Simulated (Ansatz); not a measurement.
Gap of an armchair WSe2 nanoribbon, N = 9, bare edges at several levels, all on one geometry.

Levels: PBE (plane waves to 420 eV, PAW; Ansatz, a quantum-chemistry and plane-wave program); PBE with spin-orbit coupling (Ansatz); r2SCAN (plane waves to 500 eV, PAW; Ansatz). Unmarked values and the geometry are of the first. Mesh 1×1×6. No spin polarisation, so a magnetic state wasn't tested. It repeats along c; a and b span vacuum. A hypothetical model, cut from the flat sheet. Only distortions within the start's symmetry and period were free. Values not marked SOC lack spin–orbit coupling.

```
level      gap (eV)
-------  ----------
PBE            0.44
PBE+SOC  (withheld)
r2SCAN         0.59
```

What belongs in the gaps?


- PBE+SOC, gap (eV): 0.41
